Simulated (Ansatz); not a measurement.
Density of states of ZnS (F-43m) below the valence band maximum, Ansatz (a quantum-chemistry and plane-wave program) with PBEsol with spin-orbit coupling, rigid bands; cell volume 38.4 Å³.

```json
[
 {"energy from edge (eV)": "0.006", "10⁻³ states/eV/cell": "29.2"},
 {"energy from edge (eV)": "0.031", "10⁻³ states/eV/cell": "87.2"},
 {"energy from edge (eV)": "0.056", "10⁻³ states/eV/cell": "152"},
 {"energy from edge (eV)": "0.081", "10⁻³ states/eV/cell": "207"},
 {"energy from edge (eV)": "0.106", "10⁻³ states/eV/cell": "249"},
 {"energy from edge (eV)": "0.131", "10⁻³ states/eV/cell": "285"},
 {"energy from edge (eV)": "0.156", "10⁻³ states/eV/cell": "318"},
 {"energy from edge (eV)": "0.181", "10⁻³ states/eV/cell": "349"},
 {"energy from edge (eV)": "0.206", "10⁻³ states/eV/cell": "378"},
 {"energy from edge (eV)": "0.231", "10⁻³ states/eV/cell": "406"},
 {"energy from edge (eV)": "0.256", "10⁻³ states/eV/cell": "434"},
 {"energy from edge (eV)": "0.281", "10⁻³ states/eV/cell": "461"},
 {"energy from edge (eV)": "0.319", "10⁻³ states/eV/cell": "502"},
 {"energy from edge (eV)": "0.344", "10⁻³ states/eV/cell": "528"},
 {"energy from edge (eV)": "0.369", "10⁻³ states/eV/cell": "555"},
 {"energy from edge (eV)": "0.394", "10⁻³ states/eV/cell": "582"},
 {"energy from edge (eV)": "0.419", "10⁻³ states/eV/cell": "608"},
 {"energy from edge (eV)": "0.444", "10⁻³ states/eV/cell": "635"},
 {"energy from edge (eV)": "0.469", "10⁻³ states/eV/cell": "663"},
 {"energy from edge (eV)": "0.494", "10⁻³ states/eV/cell": "690"},
 {"energy from edge (eV)": "0.519", "10⁻³ states/eV/cell": "719"},
 {"energy from edge (eV)": "0.544", "10⁻³ states/eV/cell": "749"},
 {"energy from edge (eV)": "0.569", "10⁻³ states/eV/cell": "779"},
 {"energy from edge (eV)": "0.594", "10⁻³ states/eV/cell": "810"}
]
```

### Question
What effective density of states at 300 K does this give (∫ g(E) exp(−E/k_BT) dE, both spins, divided by the cell's size)?

### Answer
5.1e19 cm⁻³, a density-of-states mass of 1.60 mₑ, valleys and band degeneracy included.

Geometry: cell and atoms relaxed with PBEsol.
